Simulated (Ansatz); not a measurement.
## Gd in the hcp (Mg type) structure (space group P6_3/mmc, No. 194; ferromagnetic)

```cif
data_Gd2
_chemical_formula_sum 'Gd2'
_space_group_name_H-M_alt 'P63/mmc'
_space_group_IT_number 194
_space_group_name_Hall '-P 6c 2c'
_cell_length_a 3.63930
_cell_length_b 3.63930
_cell_length_c 5.90905
_cell_angle_alpha 90.000
_cell_angle_beta 90.000
_cell_angle_gamma 120.000
loop_
_atom_site_label
_atom_site_type_symbol
_atom_site_symmetry_multiplicity
_atom_site_Wyckoff_symbol
_atom_site_fract_x
_atom_site_fract_y
_atom_site_fract_z
_atom_site_occupancy
Gd1 Gd 2 d 0.66667 0.33333 0.25000 1
```

All numbers come from r2SCAN/PAW in Ansatz (an electronic-structure program), no spin-orbit coupling, earlier PAW set. Settings: 15×15×8 k-points, 0.05 eV Fermi–Dirac smearing.

```yaml
volume_per_atom: 33.89 Å³
density: 7.71 g/cm³
band_gap: zero
magnetic_state: ferromagnetic
total_energy: -9346.613 eV/atom (σ→0; compares only within this code and set-up)
```

Other magnetic orders, which the real material may have, were not ruled out. The state of the 4f shell was not checked for lower solutions. Whether these cells are dynamically stable was not tested.
